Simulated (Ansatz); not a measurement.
## CsSnI3: biaxial strain +1.80 %, plane normal [001], relaxed out of plane

The reference is CsSnI₃ in the cubic perovskite structure (space group Pm-3m, No. 221; a = 6.0305 Å). Axes: x, y, z lie along the cube axes.

Modification: biaxial strain +1.80 %, plane normal [001], relaxed out of plane (Cartesian); in-plane vectors clamped, the third vector and the atoms free.

Calculations: LDA (Ansatz, a first-principles code; PAW; 420 eV plane waves; spin-orbit coupling left out). k-mesh 8×8×8 (Γ-centred); smearing 0.05 eV (Fermi–Dirac).

The volume per atom goes up by 1.43 Å³, from 43.86 Å³ to 45.29 Å³ and the shortest interatomic distance falls by 0.011 Å to 3.004 Å. The energy grows by 4.7 meV/atom and the band gap is still zero. The out-of-plane strain comes out as -0.37 % (rough) and the mean in-plane stress (compression positive) is -0.9 GPa (rough).

Without a gap, meshes like the base's 8×8×8 leave anisotropic stresses uncertain by several tenths of a GPa, and small strain energies with them. With I present, leaving out spin-orbit coupling can change the band edges. Whether these cells are dynamically stable was not tested. The final runs are not spin-polarised. Many cubic perovskites are stable only at high temperature; tilts and polar distortions were not tested. A zero or small gap of CsSnI3 can be the functional's error rather than a property of the material.
